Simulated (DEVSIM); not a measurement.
Si p-i-n diode

Device: Si p-i-n diode, at 300 K.

```csv
layer (left to right),material,thickness (μm),Nd (cm⁻³),Na (cm⁻³),τn (s),τp (s)
1,Si,0.280,-,2.4e17,1.3e-7,4.3e-7
2,Si,15.0,1.9e12,-,4.3e-7,4.3e-7
3,Si,0.470,7.1e17,-,4.3e-7,4.3e-7
```

Left contact: ohmic. Right contact: ohmic. Voltage is applied to the left contact. Recombination: SRH at mid-gap. Mobility is μmin + (μ − μmin)/(1 + (N/Nref)^α).

This is a model device: material constants are rounded textbook-type values typed into the input, and sizes, dopings and lifetimes were drawn at random. Values at 300 K.

```tsv
parameter	Si
gap (eV)	1.124
affinity (eV)	4.05
permittivity	11.7
Nc (cm⁻³)	2.86e19
Nv (cm⁻³)	3.1e19
μn (cm²/Vs)	1417
μp (cm²/Vs)	470
μn,min	52
μp,min	45
Nref,n	9.7e16
Nref,p	2.2e17
αn	0.68
αp	0.72
```

Simulated with DEVSIM: 1D drift-diffusion, Boltzmann statistics, complete ionisation; no tunnelling, impact ionisation, image-force lowering or self-heating.

Potential step across the device at zero bias: 0.903 V
Dark forward voltage at 1 A/cm²: 0.610 V
Dark forward voltage at 100 A/cm²: 0.766 V

Dark forward current:

(V (V), J (A/cm²)): (0.05, 1.1e-6); (0.10, 4.5e-6); (0.15, 1.6e-5); (0.20, 5.8e-5); (0.25, 0.00021); (0.30, 0.00071); (0.35, 0.0022); (0.40, 0.0062); (0.45, 0.018); (0.50, 0.054); (0.55, 0.18); (0.60, 0.74); (0.65, 3.4); (0.70, 16); (0.75, 67); (0.80, 230); (0.85, 630); (0.90, 1400); (0.95, 2700)

Dark reverse current:

```csv
V (V),J (A/cm²)
-0.40,-1.4e-6
-1.00,-2.0e-6
-2.00,-2.3e-6
-3.00,-2.5e-6
-4.00,-2.6e-6
-6.00,-2.7e-6
-8.00,-2.8e-6
-10.00,-2.8e-6
-13.00,-2.9e-6
-16.00,-2.9e-6
-20.00,-2.9e-6
```
